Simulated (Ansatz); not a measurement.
Terminations of the (111)B surface of zinc-blende ZnSe (Se plane on top), measured from the surface '2x2 with 2 H on 4 top atoms'. Atoms come from or go to: Al: fcc Al, Cl: ½ Cl2(g), H: ½ H2(g), N: ½ N2(g), O: ½ O2(g), Se: trigonal Se, Zn: hcp Zn. ΔE is the energy of forming the row's surface from that one (negative: more stable at these reservoirs); the vacuum level's shift is aligned on the shared bottom. No zero-point or thermal terms. These are constructed structures in small cells; real faces may alloy, dewet or reconstruct in larger ones, and not all known structures of the face are among them. Slabs of about 14 Å with all that they carry, Fermi-Dirac smearing of 0.025 eV. Bottom of the slabs: H caps. Relaxed from the named starts with such symmetry as they have, on meshes of like density; energies extrapolated to zero smearing; no spin-orbit coupling, no U. Spin-polarised runs, if any, are marked in brackets, and their order is one that fits the cell; the others ran without spin. A dash marks a value that is undefined for that row (no clear gap, or no work function of a gapped slab) or was not read reliably on its mesh.

Calculation: PBE (plane waves to 420 eV, PAW; Ansatz, a first-principles code).

| surface | atoms added per 1x1 | ΔE per 1x1 (eV) | slab gap (eV) | shift of the vacuum level (eV) | work function (eV) |
|---|---|---|---|---|---|
| 2x2 with 2 Cl on 4 top atoms | +0.5 Cl, -0.5 H | [?] | 1.43 | 0.97 | – |
| 2x2 O adatom at H3 (2 O–Se, 1 O–Zn bonds formed; 2 Se–Zn bonds broke) | -0.5 H, +0.25 O | 0.39 | 0.61 | 0.84 | – |
| 2x2 Zn adatom at T1 | -0.5 H, +0.25 Zn | [?] | – | -0.26 | – |
| NH2 on every top atom (like top atoms buckled by 0.7 Å) | +1.5 H, +1 N | 0.78 | – | 0.13 | 4.18 |
| 2x2 Al adatom at T4 [spin, 1.0 μB a cell] | +0.25 Al, -0.5 H | 0.13 | 0.32 | 0.22 | – |
| 2x2 with 1 H on 4 top atoms [spin start, no net moment] | -0.25 H | 0.21 | – | 0.84 | 6.09 |
| 2x2 Se adatom at T1 | -0.5 H, +0.25 Se | 0.49 | – | 0.60 | 5.87 |
| 2x2 Zn adatom at T4 | -0.5 H, +0.25 Zn | 0.09 | 1.07 | -0.05 | – |
| relaxed from the ideal Se-terminated 1x1 | -0.5 H | 0.46 | – | 1.47 | 6.58 |
| H on every top atom (like top atoms buckled by 0.8 Å) | +0.5 H | 1.06 | – | -0.69 | 2.78 |
| 2x2 with 3 H on 4 top atoms [spin start, no net moment] | +0.25 H | 0.49 | – | -1.04 | 2.17 |

Q: Some entries are withheld; supply them.

A: 
- 2x2 with 2 Cl on 4 top atoms, ΔE per 1x1 (eV): -0.10
- 2x2 Zn adatom at T1, ΔE per 1x1 (eV): 0.47
